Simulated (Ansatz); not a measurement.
**How the volume per atom of GeS₂ (model structure, started from the 3R-MoS2 type, R3m, No. 160, 3 atoms in the cell) moves with the method**

No measured value is used here.

```
level (code)         value (Å³/atom)
-------------------  ---------------
PBE (Ansatz)                   18.98
PBEsol (Ansatz)                17.67
PBE-D3(BJ) (Ansatz)            17.90
```

Ansatz's density-functional and Hartree–Fock values are scalar-relativistic unless marked +SOC, with PAW data made under PBE.

A model structure was made by putting elements into a prototype or built by hand; it is no filed structure, need not be a known phase, and can be a saddle point held by its symmetry.

Ansatz is a quantum-chemistry and plane-wave program.
